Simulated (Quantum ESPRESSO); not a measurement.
Input and output of a self-consistent single point for As (R-3m, 2 atoms in the cell) (Quantum ESPRESSO).

Method of the run: PBE, PSlibrary ultrasoft (PBE) pseudopotentials (plane waves; Quantum ESPRESSO).

The change in words: lattice scaled by 0.98; ecutwfc: 30 Ry → 36 Ry; ecutrho: 180 Ry → 216 Ry. Reference geometry:
```
As
1.0
    3.69877    -1.88940     0.00000
    3.69877     1.88940     0.00000
    2.73362     0.00000     3.12698
As
2
Direct
  0.23172   0.23172   0.23172
  0.77300   0.77300   0.77300
```

Reference input (self-consistent single point, DFT, PBE, plane waves, PSlibrary ultrasoft (PBE) pseudopotentials): ecutwfc = 30 Ry; ecutrho = 180 Ry; occupations = smearing; smearing = fermi-dirac; degauss = 0.0073499 Ry; potentials = {As: As.pbe-n-rrkjus_psl.1.0.0.UPF}; K_POINTS = automatic 6 6 6 0 0 0; conv_thr = 1e-10 Ry. This run's input differs from it in these lines:

```diff
@@ -12,4 +12,4 @@
    ntyp = 1
-   ecutwfc = 30
-   ecutrho = 180
+   ecutwfc = 36
+   ecutrho = 216
    occupations = 'smearing'
@@ -29,5 +29,5 @@
 CELL_PARAMETERS bohr
-   6.9896543749    -3.5704485121     0.0000002686
-   6.9896543749     3.5704485121     0.0000002686
-   5.1658010797     0.0000000000     5.9091344598
+   6.8498618154    -3.4990392972     0.0000002194
+   6.8498618154     3.4990392972     0.0000002194
+   5.0624860108     0.0000000000     5.7909514144
```

The program printed (abridged):

```
     Self-consistent Calculation

     iteration #  1     ecut=    36.00 Ry     beta= 0.70

     Threshold (ethr) on eigenvalues was too large:
     Diagonalizing with lowered threshold

     total energy              =     -40.90303430 Ry
     estimated scf accuracy    <       0.01038618 Ry

     iteration #  2     ecut=    36.00 Ry     beta= 0.70

     total energy              =     -40.90318986 Ry
     estimated scf accuracy    <       0.00079609 Ry

     iteration #  3     ecut=    36.00 Ry     beta= 0.70

     total energy              =     -40.90320713 Ry
     estimated scf accuracy    <       0.00000529 Ry

     iteration #  4     ecut=    36.00 Ry     beta= 0.70

     total energy              =     -40.90320914 Ry
     estimated scf accuracy    <       0.00000019 Ry

     iteration #  5     ecut=    36.00 Ry     beta= 0.70

     total energy              =     -40.90320918 Ry
     estimated scf accuracy    <          5.4E-09 Ry

     iteration #  6     ecut=    36.00 Ry     beta= 0.70
     End of self-consistent calculation

     the Fermi energy is     8.2356 ev

!    total energy              =     -40.90320918 Ry
     estimated scf accuracy    <          9.4E-11 Ry
     smearing contrib. (-TS)   =      -0.00055559 Ry
     internal energy E=F+TS    =     -40.90265359 Ry

     convergence has been achieved in   6 iterations

     Forces acting on atoms (cartesian axes, Ry/au):

     atom    1 type  1   force =     0.00249710    0.00000000    0.00077038
     atom    2 type  1   force =    -0.00249710    0.00000000   -0.00077038

     Total force =     0.003696     Total SCF correction =     0.000003

          total   stress  (Ry/bohr**3)                   (kbar)     P=       58.92
   0.00027147   0.00000000  -0.00006276           39.93        0.00       -9.23
   0.00000000   0.00047479   0.00000000            0.00       69.84        0.00
  -0.00006276   0.00000000   0.00045542           -9.23        0.00       66.99

   JOB DONE.
```

The run converged in 6 iterations. Against the reference run the free energy rises by 23.7 meV/atom, the pressure goes from 0.85 to 5.89 GPa and the largest force goes from 0.342 to 0.067 eV/Å.

The starting cell has typed, rounded lattice constants, without a prior relaxation at this level. Its lattice was rescaled by up to half a per cent. One atom was moved a little off its site on purpose. For this run, on top of that: lattice scaled by 0.98.
